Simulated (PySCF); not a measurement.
PySCF 2.14.0, TPSSH/def2-svpd, df: W(O)(Cl)3 ([O]=[W+]([Cl])([Cl])[Cl]), charge +1, multiplicity 1, 5 atoms. The geometry is a generated start, not checked to be a minimum at this level.

| Quantity | Result |
|---|---|
| task | energy |
| method | tpssh |
| basis | def2-svpd |
| two-electron scheme | density fitting |
| mol.max_memory | 3000 MB |
| mf.max_cycle | 100 |
| mf.conv_tol | 1e-09 (default) |
| mf.grids.level | 3 (default) |
| effective core potentials | those of the basis set, past Kr |
| basis functions | 139 |
| grid points | 95032 |

```xyz
5

W      0.0887    -0.0400    -0.0436
O      1.4827    -0.6505    -0.7164
Cl     0.5188     0.9012     1.8059
Cl    -0.7845     1.3886    -1.3467
Cl    -1.3058    -1.5993     0.3008
```

Charge 1 and multiplicity 1 are set for this test and not shown to be the ground state.

With the defaults (mf.DIIS = CDIIS, mf.diis = true, mf.damp = 0, mf.diis_start_cycle = 1, mf.diis_space = 8, mf.level_shift = 0, mf.init_guess = minao, newton = off) it converges in 15 Fock builds. One run each on 2 threads, 1 BLAS thread, with these changes:
- mf.DIIS = EDIIS
- mf.damp = 0.3, mf.diis_start_cycle = 4
- mf.level_shift = 1 Hartree
- mf.init_guess = mod_huckel
- newton = Hessian by the SCF's own integrals
- mf.diis = false
- mf.level_shift = 0.1 Hartree
- mf.diis_space = 20
- mf.damp = 0.7, mf.diis_start_cycle = 8

**Question.** Which of these changes keep the SCF from converging, or lead it to another solution?

**Answer.** No convergence: mf.DIIS = EDIIS; mf.diis = false (the run ends without SCF convergence in 100 cycles). The rest reach the solution of the defaults.

```tsv
setting	Fock builds	end
the defaults	15	same solution
mf.diis_space = 20	15	same solution
mf.level_shift = 0.1 Hartree	15	same solution
mf.init_guess = mod_huckel	15	same solution
mf.damp = 0.7, mf.diis_start_cycle = 8	17	same solution
mf.damp = 0.3, mf.diis_start_cycle = 4	21	same solution
mf.level_shift = 1 Hartree	35	same solution
newton = Hessian by the SCF's own integrals	42	same solution
mf.DIIS = EDIIS	101	no convergence
mf.diis = false	101	no convergence
```

Under newton the count holds the products with the orbital Hessian.
